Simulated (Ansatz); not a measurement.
Base system: NbAs (space group I4_1md, No. 109; relaxed with 0.1 eV smearing).

```
NbAs
1.0
   -1.72922     1.72922     5.88185
    1.72922    -1.72922     5.88185
    1.72922     1.72922    -5.88185
Nb As
2 2
Cartesian
  0.00000   0.00000  11.75324
  0.00000   1.72922   2.93046
  0.00000   0.00000   4.90416
  1.72922   0.00000   1.96324
```

Cartesian axes are those of the cell as printed.

All numbers come from Ansatz (a program for electronic structure), r2SCAN, PAW, cutoff 500 eV, no spin-orbit coupling.

For the base:

| Quantity | Value |
|---|---|
| Shortest interatomic distance | 2.624 Å |

Perturbation: biaxial strain +1.94 %, plane normal [001], relaxed out of plane (Cartesian); in-plane vectors clamped, the third vector and the atoms free.

What does the calculation give for the shortest interatomic distance after the change?

The shortest interatomic distance rises by 0.010 Å, from 2.624 Å to 2.634 Å.

Predict the new in-plane stress.

The mean in-plane stress (compression positive) comes out as -6.0 GPa.

Stability against distortions was not tested. The final runs are not spin-polarised.
